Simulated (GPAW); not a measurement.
Several settings converged on FeAl (P4mm, 2 atoms in the cell)

```
CELL_PARAMETERS angstrom
      2.91873     0.00000     0.00000
      0.00000     2.91873     0.00000
      0.00000     0.00000     2.91873
ATOMIC_POSITIONS crystal
  Al 0.50000 0.50000 0.51713
  Fe 0.00000 0.00000 0.00000
```

Base method: LDA (Perdew-Wang 92), GPAW PAW datasets LDA (gpaw-data 1.0.1) (plane waves; GPAW).

Base settings: mode = pw; ecut = 850 eV; xc = LDA; kpts = 5 5 5; mesh shift (steps) = 0 0 0; occupations.name = fermi-dirac; occupations.width = 0.1 eV; nbands = -6; convergence.forces = 0.001 eV/Å; symmetry.symmorphic = false.

The count of work is k-points × plane waves × bands × iterations; it is no time. Core times come from one kind of shared machine, to one figure; runs under 30 s give none.

**Shifted k-point meshes**

In this ladder: kpts_shift = 0.5 0.5 0.5.

Only quantities that move along the ladder and can be compared are tabulated.

```tsv
kpts	free energy less the last step's (meV/atom)	pressure (GPa)	largest difference of a force vector from the last step's (eV/Å)	count of work / last	core time / last (rough)
2 2 2	-58.14	-21.53	0.048	0.00100	–
4 4 4	60.20	-15.81	0.002	0.0056	–
6 6 6	5.71	-17.24	0.001	0.017	–
8 8 8	-3.36	-17.49	0.005	0.044	–
10 10 10	-0.40	-17.40	0.001	0.076	–
12 12 12	0.82	-17.35	0.000	0.12	0.10
15 15 15	0.20	-17.38	0.000	0.28	0.4
22 22 22	0.00	-17.39	0.000	1.0	1
```

Coarsest kpts that holds the forces within 0.01 eV/Å of the last step, with all finer ones: 4 4 4, at 0.0056 of the last step's count of work; the step before is off by 0.048 eV/Å.

Coarsest kpts that holds the free energy within 2 meV/atom of the last step, with all finer ones: 10 10 10, at 0.076 of the last step's count of work; the step before is off by 3.4 meV/atom.

Coarsest kpts that holds the pressure within 0.05 GPa of the last step, with all finer ones: 10 10 10, at 0.076 of the last step's count of work; the step before is off by 0.10 GPa.

**The width of Fermi-Dirac smearing**

In this ladder: kpts = 8 8 8.

Narrow widths need finer meshes than wide ones, so the last steps can hold mesh noise.

Only quantities that move along the ladder and can be compared are tabulated; pressure and forces are left out, as mesh noise rules them at narrow widths.

| occupations.width | free energy less the last step's (meV/atom) | energy extrapolated to zero width less the last step's (meV/atom) |
|---|---|---|
| 0.5 eV | -446.12 | -63.25 |
| 0.3 eV | -169.07 | -28.55 |
| 0.2 eV | -70.74 | -12.96 |
| 0.1 eV | 0.00 | 0.00 |

Widest occupations.width that holds the energy extrapolated to zero width within 2 meV/atom: not settled: the last two steps still differ by 13 meV/atom, over half the tolerance, so the ladder does not show it.

Widest occupations.width that holds the free energy within 5 meV/atom: not settled: the last two steps still differ by 71 meV/atom, over half the tolerance, so the ladder does not show it.

The extrapolation to zero width removes most of the smearing's effect on the energy.

**The mesh under tetrahedron occupations**

In this ladder: occupations.name = improved-tetrahedron-method; occupations.width = default.

Only quantities that move along the ladder and can be compared are tabulated.

| kpts | free energy less the last step's (meV/atom) | count of work / last | core time / last (rough) |
|---|---|---|---|
| 11 11 11 | 0.97 | 0.19 | 0.1 |
| 14 14 14 | 0.12 | 0.38 | 0.4 |
| 17 17 17 | -0.10 | 0.60 | 0.4 |
| 21 21 21 | 0.00 | 1.0 | 1 |

Coarsest kpts that holds the free energy within 0.5 meV/atom of the last step, with all finer ones: 14 14 14, at 0.38 of the last step's count of work and about 0.4 of the last step's time; the step before is off by 0.97 meV/atom.

On the base run: the starting cell has typed, rounded lattice constants, without a prior relaxation at this level. Its lattice was rescaled by up to half a per cent. One atom was moved a little off its site on purpose. Spin polarisation is off. In the base run, with a pressure of about -17 GPa the cell is away from its equilibrium volume at this level. Without a gap this mesh is coarse (it stands for a supercell whose shortest vector is 15 Å).

Left out of this page: 1 run of the series outside the window shown, repeating another row's setting, or not comparable; 5 runs of the series failed or unconverged.
